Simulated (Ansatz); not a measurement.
An Ansatz (a first-principles code) run: Pt with a change (tensor shear ε_xy = +0.29 %); LDA in Ansatz (plane waves to 420 eV, PAW, no spin-orbit coupling).

Input:

Ansatz 0.2 input:
```yaml
crystal:
  lattice:
    - [0.0056482894, 1.9476859854, 1.9476859854]
    - [1.9476859854, 0.0056482894, 1.9476859854]
    - [1.9533342748, 1.9533342748, 0]
  atoms:
    - { symbol: Pt, position: [0, 0, 0] }
basis: { ecutwfc: 420, ecutrho_ratio: 4, xc_grid: 2, fft_grid_basis: typed }
kpoints: { mp_grid: { grid: [29, 29, 29] } }
hamiltonian:
  xc: lda
  dispersion: none
  pseudopotentials: { kind: paw }
scf: { occupations: { method: fermi_dirac, width: 0.1 }, convergence: { dr2_threshold: 0.0000000001 } }
relax: { f_tol: 0.005, max_steps: 50 }
output: { forces: true, stress: true }
checkpoint: { write: state.ck, write_every: 1000 }
```

Output (explanatory and most iteration lines left out):

```
Relaxation: its limit of steps is 50 (relax.max_steps)
Pseudopotential: Pt, paw, valence charge 18
Crystal: 1 atoms, lattice volume = 14.777 Å³
Basis set: ecut = 420 eV, 283 PW (Γ), exchange–correlation on 40×40×40 points (8 copies of the dense FFT grid, shifted against one another)
Bands: 13, of which v1, the nominal top of the filled ones, is band 9 counted from 1 (8 counted from 0)
Symmetry: 8 space group operations
Space group: Immm (ITA 71), of the structure as read, at distance tolerance 2.5e-5 Å
k-points: 3375 of 24389
Functional: x = slater, c = lda
SCF iter   1: F=—  HF=-12245.017658 eV  |F-HF|=—  |Δ(HF+E_count)|=         —  Δρ=6.59e-3  dr2=2.61e-3  ethr=1.77e-3  ⟨swp⟩=5.0  Hψ=246644  notcnv=0
SCF iter   2: F=—  HF=-12245.016731 eV  |F-HF|=—  |Δ(HF+E_count)|=   9.27e-4  Δρ=3.35e-3  dr2=5.56e-4  ethr=1.45e-5  ⟨swp⟩=1.4  Hψ=74469  notcnv=0
SCF 1 converged in 7 iterations: F = -12245.016610 eV  dr2 = 3.50e-12
relax step   1: F+E_penalty+E_count = -12245.01660998 eV  Δ(F+E_penalty+E_count) = +0.000e0 eV  max|allowed force component| = 0.000e0 eV/Å  Δτ_max = 0.0000 Å  (7 SCF iters, accepted)
SCF converged after 7 iterations
Free energy (F): -12245.016610 eV
Internal energy: -12244.963462 eV  (E = F + TS)
E sigma→0 (E₀):  -12244.990036 eV
Entropy (-TS):   -0.053148 eV (-53.148 meV/atom)
Fermi energy:    23.686094 eV
--- Forces (eV/Å), atoms counted from 1 ---
  atom   1  Pt     0.00000000     0.00000000     0.00000000
--- Stress (GPa, compression-positive) ---
        0.019923      -0.528664      -0.000000
       -0.528664       0.019923       0.000000
       -0.000000       0.000000      -0.012536
  P = ⅓ Tr σ = 0.0091 GPa (0.091 kbar)
--- Relaxed structure (1 steps of the walk, 1 accepted, 0 SCFs on fresh bases) ---
  atoms:
    - { symbol: Pt, position: [0.0, 0.0, 0.0] }
```

The cells carry an imposed strain or load. No phonon test of stability was made. All final runs are without spin polarisation. The cell was made from Pt in the fcc (Cu type) structure (space group Fm-3m, No. 225) by this change: tensor shear ε_xy = +0.29 %.
